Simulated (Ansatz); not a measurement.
The reference is GaN in the zinc blende structure (space group F-43m, No. 216; a = 4.4979 Å).

Now apply this change: full substitution N → As; the structure is relaxed again.

Levels (all Ansatz, a quantum-chemistry and plane-wave program, PAW): r2SCAN (500 eV, no SOC); HSE06+SOC (420 eV, with spin-orbit coupling).

The geometry is relaxed with r2SCAN.

| Item | Value |
|---|---|
| r2SCAN lowest conduction level above the VBM at special points | Γ 0.96 eV; L 1.35 eV; X 1.78 eV |
| r2SCAN valence-band top at Γ | 0.00, 0.00, 0.00 eV |

With HSE06+SOC at the same geometry, the lowest conduction level above the VBM at special points changes from Γ 0.96 eV; L 1.35 eV; X 1.78 eV to Γ 1.24 eV; L 1.62 eV; X 1.95 eV; the valence-band top at Γ (three highest Kramers pairs, from the VBM) changes from 0.00, 0.00, 0.00 eV to 0.00, 0.00, -0.36 eV. The threefold valence maximum splits by Δso ≈ 0.36 eV.

Single points use the geometry relaxed with r2SCAN. Differences between runs with and without spin-orbit coupling are approximate. The levels and masses belong to the bands next to the band gap. Whether these cells are dynamically stable was not tested. This is not the structure that GaN has at room temperature and ambient pressure.
